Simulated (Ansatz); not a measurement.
Results of BLYP in Ansatz (plane waves, PAW) for L1₂ (Cu3Au-type) Pt3Ti.

From the output:

```
Crystal: 4 atoms, lattice volume = 63.441 Å³
Basis set: ecut = 520 eV, 1743 PW (Γ), exchange–correlation on 60×60×60 points (8 copies of the dense FFT grid, shifted against one another)
Bands: 40, of which v1, the nominal top of the filled ones, is band 33 counted from 1 (32 counted from 0)
Symmetry: 48 space group operations
Space group: Pm-3m (ITA 221), of the structure as read, at distance tolerance 4.0e-5 Å
k-points: 120 of 2744
Functional: x = b88, c = lyp
SCF iter   1: F=—  HF=-40156.467145 eV  |F-HF|=—  |Δ(HF+E_count)|=         —  Δρ=1.58e-2  dr2=1.85e-1
SCF iter   2: F=—  HF=-40156.446295 eV  |F-HF|=—  |Δ(HF+E_count)|=   2.09e-2  Δρ=7.88e-3  dr2=4.58e-2
  ...
SCF iter   7: F=—  HF=-40156.440992 eV  |F-HF|=—  |Δ(HF+E_count)|=   7.65e-8  Δρ=5.18e-6  dr2=1.99e-8
SCF iter   8: F=-40156.440992 eV  HF=-40156.440992 eV  |F-HF|=1.67e-10  |Δ(HF+E_count)|=   5.06e-9  Δρ=7.81e-7  dr2=2.29e-10
SCF 1 converged in 8 iterations: F = -40156.440992 eV  dr2 = 2.29e-10
SCF converged after 8 iterations
Free energy (F): -40156.440992 eV
Internal energy: -40156.429441 eV  (E = F + TS)
E sigma→0 (E₀):  -40156.435217 eV
Fermi energy:    21.141222 eV
--- Forces (eV/Å), atoms counted from 1 ---
  atom   1  Ti     0.00000000     0.00000000     0.00000000
  atom   2  Pt     0.00000000     0.00000000     0.00000000
  atom   3  Pt    -0.00000000    -0.00000000    -0.00000000
  atom   4  Pt     0.00000000     0.00000000     0.00000000
--- Stress (GPa, compression-positive) ---
        4.357990      -0.000000       0.000000
       -0.000000       4.357990       0.000000
        0.000000       0.000000       4.357990
  P = ⅓ Tr σ = 4.3580 GPa (43.580 kbar)
```

Task: Write an input file that could have produced this run (the log leaves some choices open).

Result: One answer among several that fit: 
Ansatz 0.2 input:
```yaml
crystal:
  lattice:
    - [3.9883144576, 0.0, 0.0]
    - [0.0, 3.9883144576, 0.0]
    - [0.0, 0.0, 3.9883144576]
  atoms:
    - { symbol: Ti, position: [0.0, 0.0, 0.0] }
    - { symbol: Pt, position: [0.0, 0.5, 0.5] }
    - { symbol: Pt, position: [0.5, 0.0, 0.5] }
    - { symbol: Pt, position: [0.5, 0.5, 0.0] }
basis:
  ecutwfc: 520
  ecutrho_ratio: 4
  xc_grid: 2
kpoints:
  mp_grid: { grid: [14, 14, 14] }
hamiltonian:
  xc: blyp
  dispersion: none
  pseudopotentials: { kind: paw }
scf:
  occupations: { method: fermi_dirac, width: 0.05 }
  convergence: { dr2_threshold: 0.0000000004 }
output:
  forces: true
  stress: true
  eigenvalues: true
```

The cell is one volume of an energy–volume scan, off the minimum.

The PAW data were made under PBE.

Cost on a shared machine: very roughly 24 core-seconds.

Ansatz is a program for electronic structure.
